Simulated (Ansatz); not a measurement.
Ansatz (an electronic-structure program) run on HfIr (P4/mmm, 2 atoms in the cell): relaxation of cell and atoms.

Method: PBEsol, harder PAW files (source: ansatz) made with PBE (plane waves; Ansatz).

```
CELL_PARAMETERS angstrom
      3.03268     0.00000     0.00000
      0.00000     3.03268     0.00000
      0.00000     0.00000     3.54801
ATOMIC_POSITIONS crystal
  Hf 0.50000 0.50000 0.00000
  Ir 0.00000 0.00000 0.50000
```

Reference input (self-consistent single point, DFT, PBEsol, plane waves, harder PAW files (source: ansatz) made with PBE): basis.ecutwfc = 45.6 Ry; kpoints.mp_grid.grid = 14 14 12; hamiltonian.xc = pbesol; hamiltonian.pseudopotentials = {kind: paw, source: ansatz}; scf.occupations.method = cold; scf.occupations.width = 0.0073 Ry. This run's input differs from it in these lines:

Ansatz 0.2 input:
```diff
@@ -9,3 +9,3 @@
 basis:
-  ecutwfc: 45.6 Ry
+  ecutwfc: 27.2 Ry
 kpoints:
@@ -22,2 +22,4 @@
     width: 0.0073 Ry
+relax:
+  cell: {}
 output:
```

The program printed (abridged):

```
   [... SCF lines of the steps left out ...]
relax step   1: F+E_penalty+E_count = -36999.94445311 eV  Δ(F+E_penalty+E_count) = +0.000e0 eV  max|allowed force component| = 1.578e-29 eV/Å  Δτ_max = 0.0000 Å  P = +9.300 GPa  Ω = 32.632 Å³  (10 SCF iters, dr2 threshold 1.00e-7 eV, accepted)
relax step   2: F+E_penalty+E_count = -36996.09771812 eV  Δ(F+E_penalty+E_count) = +3.847e0 eV  max|allowed force component| = 5.009e-29 eV/Å  Δτ_max = 0.0000 Å  P = -132.165 GPa  Ω = 35.879 Å³  energy of the carried Pulay correction = -2.626e0 eV  [...]
   [... lines left out ...]
relax step  41: F+E_penalty+E_count = -36999.97840230 eV  Δ(F+E_penalty+E_count) = +2.378e-3 eV  max|allowed force component| = 2.035e-28 eV/Å  Δτ_max = 0.0000 Å  P = +0.000 GPa  Ω = 33.789 Å³  energy of the carried Pulay correction = -2.379e-3 eV  [...]
relax step  42: F+E_penalty+E_count = -36999.98331712 eV  Δ(F+E_penalty+E_count) = -4.915e-3 eV  max|allowed force component| = 1.641e-28 eV/Å  Δτ_max = 0.0000 Å  P = +0.005 GPa  Ω = 33.789 Å³  stress off target by 2.57e-2 GPa  SCF on the basis [...]
basis re-selected at this cell: Δ(F+E_penalty+E_count) = -4.915e-3 eV, ΔP = +0.005 GPa vs the last step
the relaxation is at rest under the 16 symmetry operations that the run kept from its start: a minimum is not shown …
Stability not checked (fill_not_monotonic)
Free energy (F): -36999.983317 eV
Internal energy: -36999.981384 eV  (E = F + TS)
   [... lines left out ...]
Fermi energy:    24.959749 eV
   [... lines left out ...]
to start a new deck from the relaxed geometry:
  cell:  # Å, volume = 33.7887 Å³
    - [3.0478181703804146, 1.0174099382559645e-35, 0.0]
    - [1.0174099382559645e-35, 3.0478181703804146, 0.0]
    - [0.0, 0.0, 3.63741575053799]
  atoms:
    - { symbol: Hf, position: [0.49999999999999994, 0.49999999999999994, 0.0] }
    - { symbol: Ir, position: [-5.494902187812291e-36, 1.024196132417349e-36, 0.49999999999999994] }
```

The run converged. 

Summary of the result:
```
Property                                                                                    Value
-----------------------------------------------  ------------------------------------------------
Free energy E − TS (on the zero of these files)                                    -36999.9833 eV
Fermi level (on the code's own zero)                                                     24.96 eV
Pressure                                                                                 0.01 GPa
Final cell                                       a = b = 3.048 Å, c = 3.637 Å, α = β = γ = 90.00°
Final volume per atom                                                                    16.89 Å³
Relaxation steps                                                                               42
```

The starting cell comes from a database of computed structures (which also holds hypothetical and non-ambient phases and stackings), without a prior relaxation at this level. Its lattice was rescaled by a random factor within 2.5 % of one. Spin polarisation is off. The relaxation keeps the symmetry of its start, so its end need not be a minimum. Ansatz's pressure includes its estimate of the finite-basis (Pulay) stress. Without the estimate this run gives -130.80 GPa. The cutoff lies below the one recommended for these files.

Cost on one core of a shared machine: roughly 9 min.
